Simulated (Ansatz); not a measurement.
We consider Ga₂O₃ (model structure, started from the stibnite type, Pnma, No. 62, 20 atoms in the cell), described by PBEsol in Ansatz (plane waves, PAW).

Numerical settings: plane-wave cutoff 520 eV, 4×12×4 k mesh (along the axes of the cell as run), Fermi–Dirac smearing 0.01 eV, scalar-relativistic PAW data made under PBE.

Cell (relaxed at this level):

```cif
data_Ga8O12
_chemical_formula_sum 'Ga8 O12'
_space_group_name_H-M_alt 'Pnma'
_space_group_IT_number 62
_space_group_name_Hall '-P 2ac 2n'
_cell_length_a 11.37977
_cell_length_b 2.97003
_cell_length_c 7.32514
_cell_angle_alpha 90.000
_cell_angle_beta 90.000
_cell_angle_gamma 90.000
loop_
_atom_site_label
_atom_site_type_symbol
_atom_site_symmetry_multiplicity
_atom_site_Wyckoff_symbol
_atom_site_fract_x
_atom_site_fract_y
_atom_site_fract_z
_atom_site_occupancy
Ga1 Ga 4 c 0.44836 0.25000 0.36064 1
Ga2 Ga 4 c 0.10717 0.25000 0.51589 1
O1 O 4 c 0.34115 0.25000 0.16115 1
O2 O 4 c 0.04852 0.75000 0.35459 1
O3 O 4 c 0.09628 0.25000 0.99772 1
```

Problem. Predict the band gap.

Solution. 
* **band gap**: 1.75 eV (on the SCF k mesh)

Note: the relaxation could raise the start's symmetry but not lower it, so the cell can be a saddle point.

Spin–orbit coupling is not included.

A model structure was made by putting elements into a prototype or built by hand; it is no filed structure, need not be a known phase, and can be a saddle point held by its symmetry.

Ansatz is a quantum-chemistry and plane-wave program.
